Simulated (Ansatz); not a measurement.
Rock-salt YAs, treated with PBEsol (Ansatz, a first-principles code, plane waves, PAW).

Settings: plane-wave cutoff 500 eV, 12×12×12 k mesh, Fermi–Dirac smearing 0.05 eV, scalar-relativistic PAW data made under PBE.

Computed at the level's own relaxed cell.

Task: What does this level give for the volume per atom and equilibrium lattice constant a?

Result: 
- volume per atom: 23.74 Å³/atom
- equilibrium lattice constant a: 5.748 Å

The run finds no gap.

Computed values are for the static lattice.
